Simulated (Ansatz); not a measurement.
Consider CaF2 in the fluorite structure (space group Fm-3m, No. 225).

```xyz
3
Lattice="0.0000 2.7103 2.7103 2.7103 0.0000 2.7103 2.7103 2.7103 0.0000" Properties=species:S:1:pos:R:3 pbc="T T T"
Ca     0.0000     0.0000     0.0000
F      1.3551     1.3551     1.3551
F      4.0654     4.0654     4.0654
```

Cartesian axes are those of the cell as printed.

The values are results of PBEsol, PAW, 420 eV (Ansatz, a first-principles code; scalar-relativistic without spin-orbit coupling), not measurements.

Before the change:

```
Item        Result
--------  --------
Pressure  0.00 GPa
```

Now apply this change: tensile biaxial strain of 0.49 % in the plane normal to [110], as in epitaxy on a mismatched substrate; the out-of-plane cell vector and the atoms relax.

Question: How does this affect the out-of-plane strain and pressure?

Answer: The out-of-plane strain is -0.42 %; the pressure (mean of the normal stresses, compression positive) goes from zero to -0.47 GPa.

A biaxial case was relaxed in a doubled cell and then solved in the primitive one. Stability against distortions was not tested.
